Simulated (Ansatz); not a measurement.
An Ansatz (an electronic-structure program) input for (Ru,Rh) alloy cell RhRu7 (hexagonal close-packed start):

Ansatz 0.2 input:
```yaml
crystal:
  lattice:
    - [0.000338767, -4.737661756, -4.320921049]
    - [-0.000338728, 4.73766176, -4.320921054]
    - [5.468679983, -0.000391169, 4.320921027]
  atoms:
    - { symbol: Ru, position: [0.583172356, 0.417767304, 0.25093968] }
    - { symbol: Ru, position: [0.20744597, 0.542792865, 1.000238855] }
    - { symbol: Rh, position: [0.710010708, 0.043141075, 1.003151808] }
    - { symbol: Rh, position: [0.333783007, 0.166355569, 0.750138569] }
    - { symbol: Ru, position: [0.457087183, 0.789318154, 0.496405393] }
    - { symbol: Ru, position: [0.958391409, 0.292331142, 0.500722489] }
    - { symbol: Ru, position: [0.085159627, 0.917097227, 0.252256839] }
    - { symbol: Ru, position: [0.831722608, 0.665379612, 0.747102169] }
    - { symbol: Ru, position: [0.545410751, 0.210679555, 0.497720493] }
    - { symbol: Ru, position: [0.172815458, 0.337707633, 0.253042499] }
    - { symbol: Ru, position: [0.6653349, 0.830227036, 0.253042581] }
    - { symbol: Ru, position: [0.285075155, 0.95273581, 0.00207642] }
    - { symbol: Ru, position: [0.414467419, 0.582940854, 0.746682696] }
    - { symbol: Ru, position: [0.913741748, 0.082215166, 0.746682533] }
    - { symbol: Ru, position: [0.03704109, 0.702309734, 0.497720542] }
    - { symbol: Ru, position: [0.799340614, 0.467001264, 0.002076433] }
basis:
  ecutwfc: 500
  ecutrho_ratio: 4
  xc_grid: 4
kpoints:
  mp_grid: { grid: [6, 6, 6] }
hamiltonian:
  xc: r2scan
  dispersion: none
  pseudopotentials: { kind: paw }
scf:
  n_extra_bands: 36
  occupations: { method: fermi_dirac, width: 0.05 }
output:
  forces: true
  stress: true
relax:
  f_tol: 0.03
  max_steps: 90
  cell: { stress_tol: 0.15 }
```

Level of theory: r2SCAN (plane waves to 500 eV, PAW; Ansatz). Spin–orbit coupling is left out; the runs are not spin-polarised. Its k-point mesh 6×6×6, Fermi–Dirac width 0.05 eV.

**Question.** Write the closing report of this run, without the band table and long remarks, to eight decimals at most.

**Answer.** 
```
SCF converged after 7 iterations
Free energy (F): -95300.445412 eV
Harris-Foulkes:  -95300.445412 eV  (|F-HF|=9.75e-10)
Internal energy: -95300.331631 eV  (E = F + TS)
E sigma→0 (E₀):  -95300.388521 eV
Entropy (-TS):   -0.113782 eV (-7.111 meV/atom)
Fermi energy:    23.469336 eV
--- Per-component energies (eV) ---
  E_band       = -1131.150636
  E_kinetic    = 8347.147241
  E_local      = -20632.214228  (includes V_loc(G=0)·N_el)
  E_nonlocal   = 5508.940496
  E_hartree    = 6726.129676
  E_xc         = -3014.488275
  E_vxc        = -4367.483557  (∫ρ·V_xc dr)
  E_paw        = -55912.043256  (= ΣΔE_a)
  E_vpaw       = -3745.485551  (= ΣTr[D̂ρ^β])
  E_aug_tail   = 0.002742  (compensation charges beyond the density's cutoff)
  E_vtau       = 305.682855  (kinetic-family band-sum trace: ∫τ·v_τ [+ j·A + Jᵃ·Aᵃ] dr)
  E_ewald      = -36318.712728
  E_core_change = -5.093297  (= ΣΔE_core)
  E_smearing   = -0.113782  (= −TS)
  E_closure    = 0.000000  (closes the sum)
  Σ components = -95300.445412   (vs F -95300.445412, Δ=0.00e0)
--- Forces (eV/Å), atoms counted from 1 ---
  atom   1  Ru     0.01495111     0.00867420    0.00000000
  atom   2  Ru     0.00375664     0.01830442    0.00000000
  atom   3  Rh    -0.00002375    -0.01793288     0.00000000
  atom   4  Rh    -0.01597528     0.01521817    0.00000000
  atom   5  Ru    -0.00743157    -0.01406907     0.00000000
  atom   6  Ru     0.00243739     0.00244447    0.00000000
  atom   7  Ru    -0.00261300    -0.00879231     0.00000000
  atom   8  Ru    -0.00281397     0.00205997    0.00000000
  atom   9  Ru    -0.00337376     0.00174782     0.00316140
  atom  10  Ru     0.00604387    -0.00336997     0.00009151
  atom  11  Ru     0.00604387    -0.00336997    -0.00009151
  atom  12  Ru     0.00666095    -0.00169179     0.00822635
  atom  13  Ru    -0.00547507     0.00036123    -0.00097071
  atom  14  Ru    -0.00547507     0.00036123     0.00097071
  atom  15  Ru    -0.00337376     0.00174782    -0.00316140
  atom  16  Ru     0.00666095    -0.00169179    -0.00822635
  max |Σ_I F_I| component: 1.53e-6 eV/Å
--- Stress (GPa, compression-positive) ---
       -0.047322      -0.003530       0.000000
       -0.003530      -0.042232      0.000000
        0.000000      0.000000      -0.096089
  P = ⅓ Tr σ = -0.0619 GPa (-0.619 kbar)
--- Relaxed structure (4 steps of the walk, 3 accepted, 1 SCFs on fresh bases) ---
  F+E_penalty+E_count = -95300.44541233 eV   max|allowed force component| = 1.830e-2 eV/Å   (the final SCF, on the basis selected at the relaxed cell)
  cell:  # Å, volume = 216.2505 Å³
    - [9.44263092e-5, -4.68402498, -4.26894635]
    - [-9.44261690e-5, 4.68402498, -4.26894635]
    - [5.40738476, -0.00010910, 4.26894635]
  atoms:
    - { symbol: Ru, position: [0.58434592, 0.41786377, 0.25220970] }
    - { symbol: Ru, position: [0.20774978, 0.54261841, 1.00036818] }
    - { symbol: Rh, position: [0.70874354, 0.04180049, 1.00054403] }
    - { symbol: Rh, position: [0.33244335, 0.16730299, 0.74974634] }
    - { symbol: Ru, position: [0.45800580, 0.79009259, 0.49809838] }
    - { symbol: Ru, position: [0.95852559, 0.29231708, 0.50084267] }
    - { symbol: Ru, position: [0.08373519, 0.91555986, 0.24929505] }
    - { symbol: Ru, position: [0.83327714, 0.66623907, 0.74951621] }
    - { symbol: Ru, position: [0.54299310, 0.20892894, 0.49953187] }
    - { symbol: Ru, position: [0.16837045, 0.33447229, 0.25051769] }
    - { symbol: Ru, position: [0.66604540, 0.83214724, 0.25051769] }
    - { symbol: Ru, position: [0.28914211, 0.95631584, 0.00023712] }
    - { symbol: Ru, position: [0.41604413, 0.58334874, 0.74940303] }
    - { symbol: Ru, position: [0.91605429, 0.08335891, 0.74940303] }
    - { symbol: Ru, position: [0.04060293, 0.70653877, 0.49953187] }
    - { symbol: Ru, position: [0.79392128, 0.46109501, 0.00023712] }
```

Cost: roughly 40 core-minutes.
